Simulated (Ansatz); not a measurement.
Here is the system:

```
CELL_PARAMETERS angstrom
      0.00000     2.40467     2.40467
      2.40467     0.00000     2.40467
      2.40467     2.40467     0.00000
ATOMIC_POSITIONS crystal
  F  0.00000 0.00000 0.00000
  K  0.50000 0.50000 0.50000
```

No spin polarisation.

The values are results of Ansatz (a first-principles code) r2SCAN, no spin-orbit coupling, not measurements. Γ-centred 11×11×11 mesh, Fermi–Dirac width 0.05 eV.

Question: Predict the gap character, band gap, electron mass and width of the top valence band.

Answer: The gap character is direct at X and the band gap is 8.65 eV. The electron mass is 1.2 mₑ along k, 0.55 mₑ across (at X). The width of the top valence band comes out as 0.92 eV.

Load acts through the strain it causes; cell and atoms are relaxed under it. Masses are band curvatures over ±0.01 Å⁻¹ around the edge. Along k means along the line from Γ to the band edge. No phonon test of stability was made. Competing high-pressure phases were not computed. The cell was made from KF in the rock salt structure (space group Fm-3m, No. 225) by this change: pressure 22.5 GPa.
